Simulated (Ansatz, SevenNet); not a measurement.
# Sb₂Se₃ (model structure, started from the A-La2O3 type, P-3m1, No. 164, 5 atoms in the cell): properties by level of theory

```csv
level (code),lattice parameter a (Å),lattice parameter c (Å)
SevenNet-0,___,___
SevenNet-l3i5,4.086,___
LDA (Ansatz),3.977,___
PBE (Ansatz),___,10.552
```

Problem. Some entries are withheld; supply them.

Solution. 
- SevenNet-0, lattice parameter a (Å): 4.096
- SevenNet-0, lattice parameter c (Å): 9.968
- SevenNet-l3i5, lattice parameter c (Å): 10.509
- LDA (Ansatz, a quantum-chemistry and plane-wave program), lattice parameter c (Å): 9.553
- PBE (Ansatz), lattice parameter a (Å): 4.070

Ansatz's density-functional and Hartree–Fock values are scalar-relativistic unless marked +SOC, with PAW data made under PBE.

Static lattice: no zero-point or thermal effects.

A model structure was made by putting elements into a prototype or built by hand; it is no filed structure, need not be a known phase, and can be a saddle point held by its symmetry.
